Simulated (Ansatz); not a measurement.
# A computed series for Nb: pressure series

Base system: Nb in the bcc (W type) structure (space group Im-3m, No. 229; a = 3.271 Å).

Cell and atoms are relaxed at each pressure.

Computed with Ansatz (a first-principles code) PBEsol, no SOC, earlier PAW set.

Notes on the quantities. enthalpy: H = E + PV relative to the base's energy.

```
variant                enthalpy  lattice parameter a
----------------  -------------  -------------------
base                          –           6.182 bohr
pressure −2 GPa   -0.22 eV/atom           6.205 bohr
pressure −1 GPa   -0.11 eV/atom           6.193 bohr
pressure 3 GPa    +0.32 eV/atom           6.149 bohr
pressure 7 GPa    +0.75 eV/atom           6.108 bohr
pressure 15 GPa   +1.58 eV/atom                    ?
pressure 30 GPa   +3.06 eV/atom           5.923 bohr
pressure 50 GPa   +4.92 eV/atom           5.798 bohr
pressure 75 GPa   +7.10 eV/atom           5.668 bohr
pressure 100 GPa  +9.14 eV/atom           5.566 bohr
```

Question: What belongs in the blanks?

Answer: 
- pressure 15 GPa, lattice parameter a: 6.036 bohr

Load acts through the strain it causes; cell and atoms are relaxed under it. Stability against distortions was not tested. Competing high-pressure phases were not computed. The final runs are not spin-polarised.
